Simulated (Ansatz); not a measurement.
For SiC3 (model structure, P-4m2, No. 115, 4 atoms in the cell), LDA (PAW; Ansatz, a first-principles code) gives:

| Quantity | Result |
|---|---|
| lattice parameter a | 2.765 Å |
| c axis length | 4.070 Å |
| bulk modulus B0 | 301 GPa |
| cohesive energy | 7.63 eV/atom |
| band gap | 1.21 eV |

Question: What does r²SCAN (Ansatz, plane waves, PAW) give for the same quantities?

Answer: 
- lattice constant a: 2.796 Å (grows by 1.1 %)
- lattice parameter c: 4.090 Å (goes up by 0.5 %)
- bulk modulus: 287 GPa (shrinks by 4.7 %)
- cohesive energy: 6.40 eV/atom (decreases by 1.23 eV/atom)
- band gap: 1.65 eV (rises by 0.44 eV)

Changes are worked out from the printed values.

Unless a cell is named, each level is at its own relaxed cell (LDA 7.78, r²SCAN 8.00 Å³/atom).

Density-functional gaps are differences of (generalised) Kohn–Sham levels.

Caveats: the bulk modulus is −V dP/dV from two relaxed cells at ±2 % in volume (LDA, r²SCAN). Ansatz's density-functional and Hartree–Fock values are scalar-relativistic unless marked +SOC, with PAW data made under PBE.

A model structure was made by putting elements into a prototype or built by hand; it is no filed structure, need not be a known phase, and can be a saddle point held by its symmetry.
